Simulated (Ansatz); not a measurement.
Terminations of the (111) surface of fcc Rh, measured from the surface 'clean 1x1'. Atoms come from or go to: Bi: rhombohedral Bi, I: ½ I2(g), Ir: fcc Ir, Mg: hcp Mg, Mo: bcc Mo, N: ½ N2(g), Ni: fcc Ni, ferromagnetic, Os: hcp Os, Rh: fcc Rh, Si: silicon, Ti: hcp Ti, Zn: hcp Zn. ΔE is the energy of forming the row's surface from that one (negative: more stable at these reservoirs); the vacuum level's shift is aligned on the shared bottom. No zero-point or thermal terms. These are constructed structures in small cells; real faces may alloy, dewet or reconstruct in larger ones, and not all known structures of the face are among them. Slabs of about 11 Å, Fermi-Dirac smearing of 0.1 eV. Bottom of the slabs: a bare face, its two planes held. Relaxed from the named starts with such symmetry as they have, on meshes of like density; energies extrapolated to zero smearing; spin only where a row says so; no spin-orbit coupling, no U. Brackets mark spin-polarised runs, whose order is one that fits the cell. A dash marks a value that is undefined for that row (no clear gap, or no work function of a gapped slab) or was not read reliably on its mesh.

The numbers are results of PBE (plane waves to 420 eV, PAW; Ansatz, a quantum-chemistry and plane-wave program), not measurements.

| surface | atoms added per 1x1 | ΔE per 1x1 (eV) | shift of the vacuum level (eV) | work function (eV) |
|---|---|---|---|---|
| a pseudomorphic layer of Ni in the other hollow [spin, 1.0 μB a cell] | +1 Ni | 0.16 | -0.31 | 4.84 |
| (√3x√3)R30° surface alloy, Bi on one Rh site of the top plane | +0.333 Bi, -0.333 Rh | -0.44 | -1.22 | 3.94 |
| a pseudomorphic layer of Ir in the host's stacking | +1 Ir | 0.04 | 0.34 | 5.49 |
| (√3x√3)R30° surface alloy, Zn on one Rh site of the top plane | -0.333 Rh, +0.333 Zn | -0.34 | -0.25 | 4.90 |
| a layer of Mo in place of the second plane | +1 Mo, -1 Rh | -0.55 | -0.58 | 4.53 |
| (√3x√3)R30° surface alloy, Ti on one Rh site of the top plane | -0.333 Rh, +0.333 Ti | ? | -0.36 | 4.78 |
| (√3x√3)R30° layer of N, one a cell, on the site that continues the host's stacking | +0.333 N | ? | 0.67 | 5.82 |
| a pseudomorphic layer of Mg in the other hollow | +1 Mg | -0.44 | -1.02 | 4.13 |
| p(2x2) layer of I, one a cell, on the site that continues the host's stacking | +0.25 I | -0.49 | -0.86 | 4.29 |
| one row in 4 of the top plane missing | -0.25 Rh | 0.22 | -0.37 | 4.78 |
| a layer of Os in place of the second plane | +1 Os, -1 Rh | 0.02 | -0.38 | 4.75 |
| a layer of Si in place of the third plane | -1 Rh, +1 Si | ? | 0.24 | 5.41 |

Question: Complete the blanks.

Answer: 
- (√3x√3)R30° surface alloy, Ti on one Rh site of the top plane, ΔE per 1x1 (eV): -0.66
- (√3x√3)R30° layer of N, one a cell, on the site that continues the host's stacking, ΔE per 1x1 (eV): -0.05
- a layer of Si in place of the third plane, ΔE per 1x1 (eV): -1.08
